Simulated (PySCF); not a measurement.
PySCF 2.14.0, WB97X/def2-svp, df: CN(C)C=[OH+], charge +1, multiplicity 1, 13 atoms. The geometry is a generated start, not checked to be a minimum at this level.

```json
{
  "task": "energy",
  "method": "wb97x",
  "basis": "def2-svp",
  "two_electron_scheme": "density fitting",
  "mol.max_memory": "3000 MB",
  "mf.max_cycle": "100",
  "mf.conv_tol": "1e-09 (default)",
  "mf.grids.level": "3 (default)",
  "basis_functions": "110",
  "grid_points": "148808"
}
```

```xyz
13

C     -0.4629    -1.2261     0.4740
N     -0.0597     0.0807     0.0115
C     -1.0105     1.1419     0.2273
C      1.0753     0.2823    -0.5597
O      1.9192    -0.6901    -0.7469
H     -0.6758    -1.1885     1.5424
H      0.3212    -1.9565     0.2892
H     -1.3713    -1.5343    -0.0438
H     -0.6383     2.0934    -0.1447
H     -1.2226     1.2355     1.2931
H     -1.9467     0.9052    -0.2813
H      1.3224     1.2920    -0.8821
H      2.7497    -0.4355    -1.1790
```

Charge 1 and multiplicity 1 are set for this test and not shown to be the ground state.

With the defaults (mf.diis = true, mf.init_guess = minao, mf.DIIS = CDIIS, mf.level_shift = 0, mf.diis_space = 8, newton = off, mf.damp = 0, mf.diis_start_cycle = 1) it converges in 13 Fock builds. One run each on 2 threads, 1 BLAS thread, with these changes:
- mf.diis = false
- mf.init_guess = sap
- mf.diis = false, mf.damp = 0.7, mf.diis_start_cycle = 999
- mf.level_shift = 0.3 Hartree
- mf.init_guess = 1e
- newton = Hessian by the SCF's own integrals
- mf.level_shift = 1 Hartree
- mf.diis_space = 3
- mf.DIIS = EDIIS

Question: Name the settings that don't reach the solution of the defaults.

Answer: No convergence: mf.diis = false (the run ends without SCF convergence in 100 cycles). The rest reach the solution of the defaults.

| setting | Fock builds | end |
|---|---|---|
| the defaults | 13 | same solution |
| mf.diis_space = 3 | 14 | same solution |
| mf.init_guess = sap | 15 | same solution |
| mf.level_shift = 0.3 Hartree | 15 | same solution |
| mf.init_guess = 1e | 18 | same solution |
| mf.level_shift = 1 Hartree | 25 | same solution |
| newton = Hessian by the SCF's own integrals | 26 | same solution |
| mf.diis = false, mf.damp = 0.7, mf.diis_start_cycle = 999 | 36 | same solution |
| mf.DIIS = EDIIS | 71 | same solution |
| mf.diis = false | 101 | no convergence |

Under newton the count holds the products with the orbital Hessian.
